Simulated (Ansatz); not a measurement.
Base system: SnO in the litharge type structure (space group P4/nmm, No. 129; a = 3.793 Å, c = 4.764 Å; layered, stacked along the Cartesian z axis). Axes: x, y, z lie along a, b, c of the conventional cell.

All numbers come from r2SCAN+rVV10/PAW in Ansatz (an electronic-structure program), without spin-orbit coupling, earlier PAW set.

Before the change:

```
Quantity                          Value
-----------------------------  --------
Shortest interatomic distance  221.6 pm
```

Perturbation: the symmetric strain tensor [-0.0228 0.0087 -0.0107; 0.0087 0.0055 -0.0016; -0.0107 -0.0016 0.0031], atoms relaxed at fixed cell.

### Question
How does this affect the shortest interatomic distance?

### Answer
The shortest interatomic distance drops by 1.9 pm (221.6 pm → 219.7 pm).

### Question
Predict the new energy relative to the base.

### Answer
The energy grows by 4.3 meV/atom.

A case with no gap was solved on a k-mesh chosen for an insulator, which is coarse for it. No phonon test of stability was made. All final runs are without spin polarisation.
